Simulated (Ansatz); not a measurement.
**KTaO3: pressure series**

The reference is KTaO$_{3}$ in the cubic perovskite structure (space group Pm-3m, No. 221; a = 4.024 Å).

Cell and atoms are relaxed at each pressure.

Levels (all Ansatz, a program for electronic structure, PAW): PBE (420 eV, no spin-orbit coupling); r2SCAN (500 eV, no spin-orbit coupling); HSE06 (420 eV, spin-orbit coupling left out); PBE+SOC (420 eV, spin-orbit coupling included).

Band gaps by level, all at the geometries relaxed with PBE:

```csv
case,PBE,r2SCAN,HSE06,PBE+SOC
base,2.16 eV,2.56 eV,3.50 eV,2.02 eV
pressure 1.8 GPa,2.18 eV,2.58 eV,3.53 eV,2.04 eV
pressure 4.2 GPa,2.21 eV,2.61 eV,3.56 eV,2.07 eV
pressure 9 GPa,2.26 eV,2.67 eV,3.63 eV,2.12 eV
pressure 18 GPa,2.34 eV,2.77 eV,3.73 eV,2.20 eV
pressure 30 GPa,2.43 eV,2.87 eV,3.83 eV,2.29 eV
pressure 45 GPa,2.51 eV,2.97 eV,3.94 eV,2.38 eV
pressure 60 GPa,2.58 eV,3.05 eV,4.02 eV,2.46 eV
```

Single points use the geometry relaxed with PBE. The hybrid gap comes from the SCF mesh plus the semilocal run's edge points and a few special points and is an upper bound. The spin-orbit shifts are approximate. Spin-orbit coupling, missing from the scalar runs, can matter with Ta. Load acts through the strain it causes; cell and atoms are relaxed under it. No phonon test of stability was made. No other phases were tried under pressure.
